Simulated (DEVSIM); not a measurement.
Device: abrupt Si p-n junction, at 300 K.

```
layer (left to right)  material  thickness (μm)  Nd (cm⁻³)  Na (cm⁻³)  τn (s)  τp (s)
---------------------  --------  --------------  ---------  ---------  ------  ------
1                            Si            13.0          -     1.4e17    1e-7    1e-6
2                            Si            7.90     1.3e14          -    1e-6    1e-6
```

Left contact: ohmic. Right contact: ohmic. Voltage is applied to the left contact. Recombination: SRH at mid-gap, radiative. Mobility is μmin + (μ − μmin)/(1 + (N/Nref)^α).

This is a model device: material constants are rounded textbook-type values typed into the input, and sizes, dopings and lifetimes were drawn at random. Values at 300 K.

```csv
parameter,Si
gap (eV),1.124
affinity (eV),4.05
permittivity,11.7
Nc (cm⁻³),2.86e19
Nv (cm⁻³),3.1e19
μn (cm²/Vs),1417
μp (cm²/Vs),470
"μn,min",52
"μp,min",45
"Nref,n",9.7e16
"Nref,p",2.2e17
αn,0.68
αp,0.72
B (cm³/s),4.7e-15
```

DEVSIM, 1D drift-diffusion, Boltzmann statistics, complete ionisation; no tunnelling, impact ionisation, image-force lowering or self-heating.

Question: Give the dark forward current.

Answer: 
```json
[
 {"V (V)": "0.05", "J (A/cm²)": "6.6e-8"},
 {"V (V)": "0.10", "J (A/cm²)": "3.2e-7"},
 {"V (V)": "0.15", "J (A/cm²)": "1.5e-6"},
 {"V (V)": "0.20", "J (A/cm²)": "8.3e-6"},
 {"V (V)": "0.30", "J (A/cm²)": "0.00032"},
 {"V (V)": "0.35", "J (A/cm²)": "0.0021"},
 {"V (V)": "0.40", "J (A/cm²)": "0.013"},
 {"V (V)": "0.45", "J (A/cm²)": "0.081"},
 {"V (V)": "0.50", "J (A/cm²)": "0.40"},
 {"V (V)": "0.55", "J (A/cm²)": "1.5"},
 {"V (V)": "0.60", "J (A/cm²)": "4.8"},
 {"V (V)": "0.70", "J (A/cm²)": "34"},
 {"V (V)": "0.75", "J (A/cm²)": "76"},
 {"V (V)": "0.80", "J (A/cm²)": "150"},
 {"V (V)": "0.85", "J (A/cm²)": "240"},
 {"V (V)": "0.90", "J (A/cm²)": "350"},
 {"V (V)": "0.95", "J (A/cm²)": "450"},
 {"V (V)": "1.05", "J (A/cm²)": "610"},
 {"V (V)": "1.10", "J (A/cm²)": "660"},
 {"V (V)": "1.15", "J (A/cm²)": "710"},
 {"V (V)": "1.20", "J (A/cm²)": "750"},
 {"V (V)": "1.25", "J (A/cm²)": "790"},
 {"V (V)": "1.30", "J (A/cm²)": "820"},
 {"V (V)": "1.35", "J (A/cm²)": "850"},
 {"V (V)": "1.45", "J (A/cm²)": "910"},
 {"V (V)": "1.50", "J (A/cm²)": "940"},
 {"V (V)": "1.55", "J (A/cm²)": "970"},
 {"V (V)": "1.60", "J (A/cm²)": "990"}
]
```
